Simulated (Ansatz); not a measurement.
# The (101) surface of beta tin in its 1x1 cell, outermost plane spacing 0.71 Å in the ideal cut

Computed with PBE (plane waves to 420 eV, PAW; Ansatz, a first-principles code).

Model: 10-atom slab, 12.0 Å thick at the start, 9x9x1 mesh, Fermi-Dirac 0.1 eV, dipole correction, all atoms relaxed; held to the start's symmetry, so lower structures may exist; no spin, no spin-orbit, no U.

* **surface energy (mean of both faces)**: 0.38 J/m²
* **surface energy before relaxation**: 0.44 J/m²
* **work function of the top face**: 3.99 eV
* **energy released by relaxation**: 0.15 eV
* **cost**: about 9 core-minutes (a rough figure)
